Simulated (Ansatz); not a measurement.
Some atoms of an NVE trajectory of composition Si2Mo, cell Si32Mo16, held well above this temperature first, at a temperature that wasn't checked against the liquidus, so perhaps supercooled [in the run: it was liquid; mean temperature 2488 K (target 2480 K); density 4.85 g/cm³]; time step 1.5 fs, velocity Verlet. Level of theory: PBE (plane waves, PAW; Ansatz, a quantum-chemistry and plane-wave program). On the run's last frame a denser k-mesh moved the forces by 0.077 eV/Å rms, the static pressure by 0.07 GPa and the free energy by 3 meV/atom, which is about how far such values are converged.

```
atom  mass (u)                 x y z (Å)                      v (Å/fs)                 F (eV/Å)
----  --------  ------------------------  ----------------------------  -----------------------
Mo1     95.950   9.47593 6.33629 3.07030  0.009060 -0.005319 -0.002001    2.2144 -0.2727 0.6595
Mo12    95.950  6.09839 5.20754 -3.40091   0.000717 0.008659 -0.000962    1.7202 -1.2120 0.0606
Si25    28.085   5.22350 9.53280 3.75786   0.000814 -0.009717 0.001866    0.5265 -2.0175 3.3696
Si34    28.085   4.35291 2.74332 9.12392  -0.004094 -0.009993 0.012222   0.1943 -1.1485 -0.8829
Si39    28.085   6.02403 4.04148 3.64281  -0.010873 0.002055 -0.000754  -1.0074 -0.0984 -0.8746
Si46    28.085   2.22206 2.20541 6.86897   -0.011143 0.011515 0.017838    2.2429 -0.2423 0.6235
```

### Question
Give their positions one step later.

### Answer
x' = x + vΔt + FΔt²/(2m), with 1 eV/(Å·u) = 0.0096485 Å/fs².
```csv
atom,x' y' z' (Å)
Mo1,9.48977 6.32828 3.06737
Mo12,6.09966 5.22039 -3.40235
Si25,5.22492 9.51745 3.76196
Si34,4.34684 2.72788 9.14191
Si39,6.00733 4.04452 3.64134
Si46,2.20621 2.22259 6.89597
```
